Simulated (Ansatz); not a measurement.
# rock-salt NbN (1 1 1) on silicon (0 0 1) (film strained to the substrate, started from cuts of the bulks and a machine-learned relaxation; slabs Si36 and N20Nb20, which can lie off the formulas)

A periodic stack without vacuum, rock-salt NbN (1 1 1) on silicon (0 0 1) (film strained to the substrate, started from cuts of the bulks and a machine-learned relaxation; slabs Si36 and N20Nb20, which can lie off the formulas): substrate slab Si36, film N20Nb20, surface cells [[0, -1], [3, 1]] and [[1, -2], [3, -1]], film strained by +1.0 and +5.0 %, outermost planes Si/Si and N/Nb as cut, which need not be the usual terminations and can put a slab off its formula.

The start was prepared with a machine-learned potential, and the result is one local minimum, with the in-plane cell held and forces under 0.04 eV/Å; the film can end far from its bulk form.

Computed with PBE (plane waves to 420 eV, PAW; Ansatz, a first-principles code). No spin–orbit coupling; the runs are not spin-polarised; PBE gaps are too small against experiment. Its k-point mesh 5×3×1, Fermi–Dirac width 0.05 eV.

The interface area is 44.9 Å², the period is 26.77 Å and the heights between the nearest atoms of the two slabs at the two interfaces comes out as 1.15 and 1.65 Å. The Nb–Si contacts across the interfaces within 1.22 times the sum of covalent radii is 16, mean 2.84 Å and the N–Si contacts across the interfaces within 1.22 times the sum of covalent radii comes out as 4, mean 1.78 Å. The estimate of the barrier comes out as withheld, since the two interfaces are unlike and the slope of the mean potential energy in the substrate is -1.1 MV/cm × e.

```xyz
76
Lattice="5.4699 0.0000 0.0585 2.7351 8.2050 0.0311 0.5258 2.5164 26.7740" Properties=species:S:1:pos:R:3 pbc="T T T"
Si     2.7338     8.0212     2.0978
Si     2.7068     2.4397     2.1527
Si     5.5062     5.2925     2.2187
Si     0.8055     1.7306     0.9300
Si     4.0115     3.9665     0.9408
Si     7.2277     6.2714     0.8919
Si     5.4344     7.9939     4.9833
Si     5.4234     2.4926     4.8871
Si     2.7263     5.2831     4.8363
Si     4.0489     1.0826     3.5384
Si     1.3562     3.8707     3.5078
Si     4.1309     6.7039     3.5196
Si     2.6709     7.9841     7.6305
Si     2.6740     2.5404     7.6123
Si     5.4198     5.2422     7.6331
Si     1.3016     1.1672     6.2591
Si     4.0606     3.8934     6.2327
Si     6.8120     6.6067     6.2980
Si     5.3721     7.9801    10.3894
Si     5.3823     2.5157    10.3611
Si     2.6606     5.2689    10.3513
Si     4.0157     1.1495     8.9962
Si     1.2972     3.8991     8.9757
Si     4.0421     6.6158     8.9877
Si     2.5720     8.0597    13.1192
Si     2.6041     2.5246    13.0692
Si     5.4036     5.1911    13.0855
Si     1.2493     1.1545    11.6989
Si     4.0034     3.8748    11.7130
Si     6.7505     6.6320    11.7735
Si     5.3263     7.8979    15.6929
Si     5.3774     2.4982    16.0852
Si     2.8056     5.1119    15.6557
Si     3.9490     1.2770    14.5701
Si     1.2306     3.8167    14.4907
Si     3.9790     6.5933    14.3303
N      8.2273     9.2971    17.2699
N      2.6314     2.4477    17.4828
N      5.3773     3.8406    17.3188
N      2.4578     5.8589    17.2178
N      5.4224     7.4938    17.3396
N      4.3004     5.7093    19.3897
N      7.1065     7.2903    19.7172
N      4.5322     8.9383    19.7272
N      4.3961     2.5890    19.7265
N      1.7723     4.1711    19.6533
N      0.6369     2.5727    22.1025
N      3.3906     4.1917    22.1826
N      6.2831     5.7529    22.1907
N      3.4779     7.4030    22.1849
N      6.2276     8.8619    22.0776
N      5.2205     7.4467    24.5836
N      7.9746     9.1512    24.5299
N      2.5185     2.6624    24.7578
N      5.1138     3.9957    24.6780
N      2.5495     5.7539    24.6372
Nb     3.4029     7.5497    18.3429
Nb     6.4230     9.0690    18.5576
Nb     0.8644     2.4367    18.6551
Nb     3.4572     4.0925    17.9772
Nb     6.2056     5.7376    18.4778
Nb     5.2639     4.2835    20.8597
Nb     2.7165     5.7763    20.7736
Nb     5.2159     7.1844    20.8166
Nb     8.0394     9.0087    20.8213
Nb     2.6209     2.4516    20.9253
Nb     4.4320     9.2091    23.3108
Nb     4.1684     2.4094    23.2922
Nb     1.5665     4.1294    23.4829
Nb     4.4176     5.7203    23.4288
Nb     7.0736     7.3811    23.4803
Nb     6.0880     5.6930    25.6978
Nb     3.4048     7.5019    25.6238
Nb     6.0756     9.1016    25.6075
Nb     3.3621    10.6935    25.8375
Nb     3.3676     4.3761    25.9665
```
